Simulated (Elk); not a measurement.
Band structure of InSb (F-43m, 2 atoms in the cell).

```xyz
2
Lattice="0.0000 3.3166 3.3166 3.3166 0.0000 3.3166 3.3166 3.3166 0.0000" Properties=species:S:1:pos:R:3 pbc="T T T"
In     0.0000     0.0000     0.0000
Sb     1.6583     1.6583     1.6583
```

Method: Elk with PBEsol, all-electron FP-LAPW, Elk's shipped species files, default APW+lo basis.

Settings: xctype = 22; rgkmax = 7; stype = 3; swidth = 0.00367493 Ha; ngridk = 6 6 6.

The starting cell comes from a database of computed structures (which also holds hypothetical and non-ambient phases and stackings), without a prior relaxation at this level. Spin-orbit coupling is off. Values depend on the basis (sphere radii, cutoffs, local orbitals), which need not be converged. The run gives no clean gap (levels at the Fermi energy touch, overlap or are partly filled at this smearing), which alone does not show that the compound is a metal.

Levels in eV from the Fermi level, bands 14 to 21:
```tsv
point	14	15	16	17	18	19	20	21
Γ	-10.40	-0.75	-0.08	-0.08	-0.08	2.84	2.84	2.84
X	-8.68	-5.74	-2.14	-2.14	1.22	1.30	7.63	7.63
W	-8.65	-5.65	-2.68	-2.56	3.15	3.83	3.93	4.79
K	-8.71	-5.62	-2.92	-1.82	1.50	3.45	5.88	6.10
L	-9.20	-5.43	-0.99	-0.99	0.27	3.67	3.67	5.93
U	-8.71	-5.62	-2.92	-1.82	1.50	3.45	5.88	6.10
```

Bands cross the Fermi level along this path, so the cell is metallic at this level.
